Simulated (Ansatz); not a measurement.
# NiPt (space group P4/mmm, No. 123; ferromagnetic; a cell from a computed database, its experimental status unchecked)

NiPt is modelled in the tetragonal space group P4/mmm (No. 123), Pearson symbol tP2. Conventional cell: a = b = 2.682 Å, c = 3.571 Å, α = β = γ = 90.00°. Ni on 1d has 8 Pt at 2.605 Å and 4 Ni at 2.682 Å (cuboctahedral). Pt on 1a is surrounded by 8 Ni at 2.605 Å and 4 Pt at 2.682 Å (cuboctahedral). (Neighbours: up to the widest gap in distance over summed covalent radii, below 1.35, at either atom.)

All numbers come from PBEsol/PAW in Ansatz (an electronic-structure program), no SOC. k-mesh 17×17×13 (Γ-centred); smearing 0.05 eV (Fermi–Dirac).

```yaml
volume_per_atom: 12.84 Å³
density: 16.41 g/cm³
band_gap: zero
magnetic_state: ferromagnetic
total_energy: -9094.482 eV/atom (σ→0; compares only within this code and set-up)
```

Other magnetic orders, which the real material may have, were not ruled out. No phonon test of stability was made.
